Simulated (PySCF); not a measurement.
PySCF 2.14.0, unrestricted PBE0/def2-tzvp, df: Re(O)3(OH) anion ([O]=[Re](=[O])(=[O])[OH]), charge -1, multiplicity 2, 6 atoms. The geometry is a generated start, not checked to be a minimum at this level.

```yaml
task: energy
method: pbe0
basis: def2-tzvp
two_electron_scheme: density fitting
mol.max_memory: 3000 MB
mf.max_cycle: 100
mf.init_guess: minao (default)
mf.DIIS: CDIIS (default)
mf.conv_tol: 1e-09 (default)
mf.grids.level: 3 (default)
effective_core_potentials: those of the basis set, past Kr
basis_functions: 170
grid_points: 90448
```

```xyz
6

Re     0.3069    -0.2223    -0.1784
O      1.3193     0.6598    -1.1672
O      1.3027    -1.0031     0.9070
O     -0.3173    -1.4280    -1.1467
O     -0.9357     0.7625     0.5988
H     -1.6760     1.2312     0.9865
```

Charge -1 and multiplicity 2 are set for this test and not shown to be the ground state.

One run each on 2 threads, 1 BLAS thread. Values of diis_space tried: 3, 5, 8 (default), 12, 20.

Q: How does the count of Fock builds change with diis_space, and where is it least?

A: Fewest Fock builds: 20 with 34. The count rises to 91 at 5. The run ends without SCF convergence in 100 cycles at 3.

| diis_space | Fock builds | end |
|---|---|---|
| 3 | 101 | no convergence |
| 5 | 91 | same solution |
| 8 (default) | 41 | same solution |
| 12 | 37 | same solution |
| 20 | 34 | same solution |
